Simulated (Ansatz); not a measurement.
Consider Cu-vacancy pair (Cu on one host Al site, one Al site vacant) in fcc Al, neutral cell. All values below come from PBE, PAW (plane waves to 420 eV; Ansatz, a program for electronic structure).

Settings: 32 host sites, the relaxed PBE lattice, a 4×4×4 k-point mesh shifted by half a step, smearing 0.10 eV, spin-restricted, no image-charge correction. Energies are static. Forms of the defect that were not tried may lie lower.

Barriers: single points on a 6×6×6 k-point mesh shifted by half a step at the bands' geometries.

The step: one Al atom jumps into the vacancy from a nearby Al site (Cu-vacancy distance between ideal sites 2.86 → 5.72 Å); the atom moves 2.83 Å along (0.00, -0.50, -0.50) of the unit cell; the moving atom starts with neighbours 4 Al at 2.83, 4 Al at 2.88, 2 Al at 2.89, Al at 2.90 Å and ends with 8 Al at 2.84, 2 Al at 2.86; Cu at 2.85 Å.

Predict the migration barrier of this step from PBE, PAW.

0.58 eV forward and 0.56 eV backward. At the saddle the moving atom has neighbours 4 Al at 2.63, 2 Al at 3.12, 2 Al at 3.16 Å. The saddle point's order was not checked, and it lies on a symmetry element of the cell, where a band can be held.
